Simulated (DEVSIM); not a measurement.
**GaN n+/n-/n+ resistor**

Structure: GaN n+/n-/n+ resistor, at 300 K.

```tsv
layer (left to right)	material	thickness (μm)	Nd (cm⁻³)	τn (s)	τp (s)
1	GaN	0.260	2.5e17	7e-8	7e-8
2	GaN	0.130	2.2e15	7e-8	2.1e-7
3	GaN	0.190	5.2e17	7e-8	7e-8
```

Left contact: ohmic. Right contact: ohmic. Voltage is applied to the left contact. Recombination: SRH at mid-gap. Mobility is constant in doping.

This is a model device: material constants are rounded textbook-type values typed into the input, and sizes, dopings and lifetimes were drawn at random. Values at 300 K.

```csv
parameter,GaN
gap (eV),3.43
affinity (eV),4.1
permittivity,9.5
Nc (cm⁻³),2.3e18
Nv (cm⁻³),4.6e19
μn (cm²/Vs),1200
μp (cm²/Vs),100
```

Simulated with DEVSIM: 1D drift-diffusion, Boltzmann statistics, complete ionisation; no tunnelling, impact ionisation, image-force lowering or self-heating.

Dark forward current:

```json
[
 {"V (V)": "0.05", "J (A/cm²)": "12000"},
 {"V (V)": "0.15", "J (A/cm²)": "37000"},
 {"V (V)": "0.25", "J (A/cm²)": "65000"},
 {"V (V)": "0.35", "J (A/cm²)": "96000"},
 {"V (V)": "0.45", "J (A/cm²)": "130000"},
 {"V (V)": "0.55", "J (A/cm²)": "170000"},
 {"V (V)": "0.65", "J (A/cm²)": "210000"},
 {"V (V)": "0.75", "J (A/cm²)": "250000"},
 {"V (V)": "0.85", "J (A/cm²)": "290000"},
 {"V (V)": "0.95", "J (A/cm²)": "340000"},
 {"V (V)": "1.10", "J (A/cm²)": "410000"},
 {"V (V)": "1.20", "J (A/cm²)": "450000"},
 {"V (V)": "1.30", "J (A/cm²)": "500000"},
 {"V (V)": "1.40", "J (A/cm²)": "560000"},
 {"V (V)": "1.50", "J (A/cm²)": "610000"},
 {"V (V)": "1.60", "J (A/cm²)": "660000"},
 {"V (V)": "1.70", "J (A/cm²)": "710000"},
 {"V (V)": "1.80", "J (A/cm²)": "770000"},
 {"V (V)": "1.90", "J (A/cm²)": "830000"},
 {"V (V)": "2.00", "J (A/cm²)": "880000"}
]
```
